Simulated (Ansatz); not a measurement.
Base system: Li in the bcc (W type) structure (space group Im-3m, No. 229).

```yaml
crystal:
  lattice:
    - [-1.71714, 1.71714, 1.71714]
    - [1.71714, -1.71714, 1.71714]
    - [1.71714, 1.71714, -1.71714]
  atoms:
    - { symbol: Li, position: [0.00000, 0.00000, 0.00000] }
```

Method: plane-wave PAW DFT at the PBEsol level (Ansatz, a program for electronic structure, 420 eV), no spin-orbit coupling.

Before the change:

| Property | Result |
|---|---|
| Lattice parameter a | 3.434 Å |

Now apply this change: a hydrostatic pressure of 60 GPa.

Problem. What does the calculation give for the lattice parameter a after the change?

Solution. The lattice parameter a falls by 0.9137 Å, from 3.434 Å to 2.521 Å.

Load acts through the strain it causes; cell and atoms are relaxed under it. Whether these cells are dynamically stable was not tested. Measured, Li leaves this structure (for fcc) near 7.5 GPa (temperature not stated; as listed in Olga Degtyareva, NATO science for peace and security series. B, Physics and biophysics (2010)).
